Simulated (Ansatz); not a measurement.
The starting structures come from a database of crystals and need not be the phases stable at ambient conditions.

The decay constant κ of evanescent states in the gap governs leakage through a thin film.

Here is the system:

```yaml
crystal:
  lattice:
    - [8.22757, 0.00000, 0.00000]
    - [0.00000, 8.22757, 0.00000]
    - [4.11378, -4.11378, 5.81777]
  atoms:
    - { symbol: Y, position: [0.37500, 0.37500, 0.75000] }
    - { symbol: Y, position: [0.37500, 0.87500, 0.25000] }
    - { symbol: Y, position: [0.87500, 0.37500, 0.75000] }
    - { symbol: Y, position: [0.37500, 0.37500, 0.25000] }
    - { symbol: Mg, position: [0.75000, 0.75000, 0.50000] }
    - { symbol: Mg, position: [0.00000, 0.00000, 0.00000] }
    - { symbol: Se, position: [0.12948, 0.12948, 0.74104] }
    - { symbol: Se, position: [0.62052, 0.62052, 0.24104] }
    - { symbol: Se, position: [0.12948, 0.61156, 0.74104] }
    - { symbol: Se, position: [0.13844, 0.62052, 0.24104] }
    - { symbol: Se, position: [0.12948, 0.12948, 0.25896] }
    - { symbol: Se, position: [0.62052, 0.62052, 0.75896] }
    - { symbol: Se, position: [0.61156, 0.12948, 0.25896] }
    - { symbol: Se, position: [0.62052, 0.13844, 0.75896] }
```

Space group of this cell: Fd-3m, spinel. The cell is taken as given.

Transport runs along the normal of the first two printed cell vectors, the (001) plane of the conventional cell.

The gap is the functional's own. No spin-orbit coupling. Mid-gap values are interpolated on the energy grid.

Problem. Give the band gap and the smallest decay constant κ at mid-gap that r2SCAN (Ansatz, a program for electronic structure) yields.

Solution. Gap 1.82 eV on a 6×6×6 mesh; κ = 0.204 1/Å, at the zone centre.
